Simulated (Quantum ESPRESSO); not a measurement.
# Parameter sweep on InOF (P1, 12 atoms in the cell)

```xyz
12
Lattice="5.4939 0.0000 0.0000 -0.9358 5.4137 0.0000 -2.2791 -2.7068 5.1160" Properties=species:S:1:pos:R:3 pbc="T T T"
In     0.8280     1.5982     2.5147
In    -1.7164     3.8125     2.5394
In     4.1744     1.0473     0.0074
In     0.3559     4.3177     0.0482
O     -0.4440     2.6641     3.9470
O     -0.0001    -0.0049     1.4449
O      2.3182     2.7127     3.6908
O     -0.4542     2.7150     1.2090
F      1.4085     0.0333     3.8275
F     -1.3534    -0.0271     3.8730
F      2.5073     1.3914     1.3099
F      2.0735     4.0624     1.3194
```

Base run A: PBEsol, GBRV 1.5 ultrasoft (PBESOL) pseudopotentials (Quantum ESPRESSO), self-consistent single point.

Its settings: ecutwfc = 40 Ry; ecutrho = 200 Ry; occupations = smearing; smearing = gaussian; degauss = 0.000734986 Ry; potentials = {In: in_pbesol_v1.4.uspp.F.UPF, O: o_pbesol_v1.2.uspp.F.UPF, F: f_pbesol_v1.4.uspp.F.UPF}; K_POINTS = automatic 3 3 3 0 0 0; conv_thr = 1e-10 Ry; mixing_beta = 0.7.

The starting cell comes from a database of computed structures (which also holds hypothetical and non-ambient phases and stackings), without a prior relaxation at this level. Its lattice was rescaled by a random factor within 2.5 % of one. In the base run, forces exceed 1 eV/Å.

Run A gave: pressure (GPa) -1.89; largest force (eV/Å) 1.320; gap on the mesh (eV) 1.342.

Runs:
- B: pseudopotentials: {In: in_pbesol_v1.4.uspp.F.UPF, O: o_pbesol_v1.2.uspp.F.UPF, F: f_pbesol_v1.4.uspp.F.UPF} → {In: in_lda_v1.4.uspp.F.UPF, O: o_lda_v1.2.uspp.F.UPF, F: f_lda_v1.4.uspp.F.UPF} [LDA (PZ)]
- C: pseudopotentials: {In: in_pbesol_v1.4.uspp.F.UPF, O: o_pbesol_v1.2.uspp.F.UPF, F: f_pbesol_v1.4.uspp.F.UPF} → {In: in_pbe_v1.4.uspp.F.UPF, O: o_pbe_v1.2.uspp.F.UPF, F: f_pbe_v1.4.uspp.F.UPF}; input_dft: default → blyp [BLYP]
- D: pseudopotentials: {In: in_pbesol_v1.4.uspp.F.UPF, O: o_pbesol_v1.2.uspp.F.UPF, F: f_pbesol_v1.4.uspp.F.UPF} → {In: in_pbe_v1.4.uspp.F.UPF, O: o_pbe_v1.2.uspp.F.UPF, F: f_pbe_v1.4.uspp.F.UPF}; input_dft: default → wc [Wu-Cohen GGA]
- E: pseudopotentials: {In: in_pbesol_v1.4.uspp.F.UPF, O: o_pbesol_v1.2.uspp.F.UPF, F: f_pbesol_v1.4.uspp.F.UPF} → {In: in_pbe_v1.4.uspp.F.UPF, O: o_pbe_v1.2.uspp.F.UPF, F: f_pbe_v1.4.uspp.F.UPF}; input_dft: default → vdw-df2 [vdW-DF2]
- F: pseudopotentials: {In: in_pbesol_v1.4.uspp.F.UPF, O: o_pbesol_v1.2.uspp.F.UPF, F: f_pbesol_v1.4.uspp.F.UPF} → {In: in_pbe_v1.4.uspp.F.UPF, O: o_pbe_v1.2.uspp.F.UPF, F: f_pbe_v1.4.uspp.F.UPF}; input_dft: default → vdw-df-cx [vdW-DF-cx]
- G: pseudopotentials: {In: in_pbesol_v1.4.uspp.F.UPF, O: o_pbesol_v1.2.uspp.F.UPF, F: f_pbesol_v1.4.uspp.F.UPF} → {In: in_pbe_v1.4.uspp.F.UPF, O: o_pbe_v1.2.uspp.F.UPF, F: f_pbe_v1.4.uspp.F.UPF}; input_dft: default → rvv10 [rVV10]

Problem. What does run E change against A?

Solution. The pressure goes from -1.89 to 10.71 GPa, the largest force goes from 1.320 to 1.449 eV/Å and the gap on the mesh goes from 1.342 to 1.399 eV.

Problem. What does run B change against A?

Solution. The pressure goes from -1.89 to -6.94 GPa, the largest force goes from 1.320 to 1.294 eV/Å and the gap on the mesh goes from 1.342 to 1.278 eV.

Problem. What does run C change against A?

Solution. The pressure goes from -1.89 to 8.36 GPa, the largest force goes from 1.320 to 1.404 eV/Å and the gap on the mesh goes from 1.342 to 1.454 eV.

```csv
run,pressure (GPa),largest force (eV/Å),gap on the mesh (eV)
A,-1.89,1.320,1.342
B,-6.94,1.294,1.278
C,8.36,1.404,1.454
D,-1.40,1.331,1.302
E,10.71,1.449,1.399
F,-0.66,1.340,1.375
G,4.73,1.411,1.295
```

Left out of this page: 3 runs of the series held back from this collection.
